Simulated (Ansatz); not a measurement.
Start from Au in the fcc (Cu type) structure (space group Fm-3m, No. 225; a = 4.1240 Å).

Computed with Kohn–Sham DFT with the r2SCAN functional, run in Ansatz (a quantum-chemistry and plane-wave program) with PAW and 500 eV plane waves, no SOC, earlier PAW set.

Before the change:

```
Quantity               Value
-------------------  -------
Lattice parameter a  4.124 Å
```

Now apply this change: every Au is replaced by Pt, then cell and atoms are relaxed.

**Question.** Predict the new lattice parameter a.

**Answer.** The lattice parameter a falls by 0.184 Å, from 4.124 Å to 3.940 Å.

Stability against distortions was not tested. All final runs are without spin polarisation.
